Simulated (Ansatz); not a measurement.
Input:

```xyz
3
Lattice="3.0400 0.0000 0.0000 -1.5200 2.6327 0.0000 0.0000 0.0000 3.4376" Properties=species:S:1:pos:R:3 pbc="T T T"
Mg     0.0000     0.0000     0.0000
B      1.5200     0.8776     1.7188
B      0.0000     1.7551     1.7188
```

These are PBEsol, DFPT electron-phonon coupling, linearised Boltzmann equation (plane waves, PAW, scalar-relativistic; Ansatz, a first-principles code) values and carry that method's errors. Condition of this run: hydrostatic pressure 5 GPa (the target of the relaxation). Cell: relaxed with this functional, without spin-orbit coupling, then loaded as said.

Task: Predict λ, the logarithmic mean phonon energy and the superconducting Tc for μ* = 0.13 referred to 70 meV.

Result: λ = 0.55, ħω_log = 64 meV, Tc 23 K from the anisotropic Eliashberg equations. μ* is a chosen number, and Tc is 31 K at 0.08 and 19.5 K at 0.16.

A metal at this level (no band gap). The phonons are harmonic. Spin-orbit coupling is left out. The self-energy correction of the phonons between q points moved λ by about 4 %. The squared frequency of the phonon mode least converged on the k mesh is uncertain by about 16 %. Halving the electron mesh (32x32x24) moves the coupling by up to 2 %, Tc by up to 2 %. Smearing 0.20 eV; phonons on a 5x5x4 q mesh, which this run doesn't test.
